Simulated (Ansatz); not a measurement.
## AgCl: isotropic strain −3.00 %

The reference is AgCl in the rock salt structure (space group Fm-3m, No. 225; a = 5.447 Å).

Perturbation: every lattice vector is shortened by 3.00 %, atoms relaxed at fixed cell.

Computed with PBEsol (Ansatz, a program for electronic structure; PAW; 420 eV plane waves; scalar-relativistic without spin-orbit coupling). Settings: 10×10×10 k-points, 0.05 eV Fermi–Dirac smearing.

```csv
quantity,base,changed,shift
volume per atom,20.21 Å³,18.44 Å³,-1.765 Å³
space group,Fm-3m (No. 225),Fm-3m (No. 225),–
shortest interatomic distance,2.724 Å,2.642 Å,-0.082 Å
energy relative to the base (free energy F),0 meV/atom,+33 meV/atom,+33 meV/atom
pressure,0.00 GPa,6.58 GPa,+6.58 GPa
band gap,0.72 eV,0.75 eV,+0.023 eV
gap character,"indirect, L → Γ","indirect, L → Γ",–
smallest direct gap,3.03 eV,3.41 eV,+0.38 eV
mean gap deformation potential ΔEg/Δln V,–,-0.2 eV,–
width of the top valence band,2.56 eV,2.96 eV,+0.40 eV
electron mass,0.25 mₑ (at Γ),0.25 mₑ (at Γ),–
"valley order (the lowest conduction-band minima on the path, energy above the VBM, named in the base's zone)",Γ 0.72 eV; X along ⟨100⟩ 2.13 eV,Γ 0.75 eV; X along ⟨100⟩ 1.94 eV,–
```

Final structure:

```
AgCl
1.0
    0.00000     2.64203     2.64203
    2.64203     0.00000     2.64203
    2.64203     2.64203     0.00000
Ag Cl
1 1
Cartesian
  0.00000   0.00000   0.00000
  2.64203   2.64203   2.64203
```

Masses are band curvatures over ±0.01 Å⁻¹ around the edge. Stability against distortions was not tested.
